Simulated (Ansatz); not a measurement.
Base system: ZrS2 in the fluorite structure (space group Fm-3m, No. 225; a = 6.257 Å; a hypothetical phase, not in the database extracts checked). Axes: x, y, z lie along the cube axes.

Level of theory: Ansatz (a quantum-chemistry and plane-wave program) r2SCAN, without spin-orbit coupling, earlier PAW set.

For the base:

The band gap comes out as 0.13 eV. The smallest direct gap comes out as 0.22 eV.

One thing is altered: a free-standing slab of 3 layers (9 atoms, 3 a layer) is cut normal to [111], with 15 Å of vacuum and the in-plane cell held at bulk.

Estimate the effect on the excess energy per area of both faces.

The excess energy per area of both faces (slab less bulk energy over the cell's area: twice a surface energy) comes out as 0.6 J/m² (uncertain by up to 0.09 J/m²).

Estimate the effect on the gap character.

The gap character amounts to indirect, M → Γ.

Predict the new band gap.

The band gap rises by 0.98 eV, from 0.13 eV to 1.11 eV.

Estimate the effect on the change of the spacing d12 from its bulk value of 0.903 Å.

The change of the spacing d12 from its bulk value of 0.903 Å is +18.1 %.

What happens to the smallest direct gap?

The smallest direct gap grows by 0.99 eV, from 0.22 eV to 1.21 eV.

Slab and bulk use different k-meshes, which limits the precision of the excess energy. Whether these cells are dynamically stable was not tested. The zero or small gap of ZrS2 can change with the level of theory. k-point labels follow each cell's own Brillouin zone.
